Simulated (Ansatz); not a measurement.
Where the default PAW files enter, the runs use the earlier of Ansatz's two default sets.

```
O2Si
1.0
    2.69349     0.00000     0.00000
    0.00000     5.98661     0.00000
    0.00000     2.99330     2.99330
Si O
2 4
Cartesian
  1.34675   2.99330   0.00000
  0.00000   0.00000   0.00000
  0.00000   2.99330   1.15637
  0.00000   5.98661   1.83693
  1.34675   1.15637   0.00000
  1.34675   4.83023   0.00000
```

Space group of this cell: P4_2/mnm, rutile. The cell is taken as given; by r2SCAN its mean pressure is -9.7 GPa.

All values below come from r2SCAN (plane waves, PAW; Ansatz, an electronic-structure program).

The current runs along the normal of the first two printed vectors; no spin-orbit coupling. Scaled by the factor s: the length along the current (ions clamped). Meshes 12×10×10 and 12×6 across the current in all rows.

```tsv
s	mean pressure (GPa)	slowest mid-gap decay constant κ (1/Å)
0.97	-0.6	0.444
1.00	-9.7	0.415
1.03	-17.0	?
```

**Question.** Take the slope of the slowest mid-gap decay constant κ against ln s from the two given rows, extrapolate to s = 1.03, and say what the run there gives.

**Answer.** Slope = (0.444 − 0.415) / ln 0.97 = -0.952 1/Å. The line gives 0.415 + (-0.952) × ln 1.03 = 0.387 1/Å. The run gives 0.387 1/Å, as the line does.
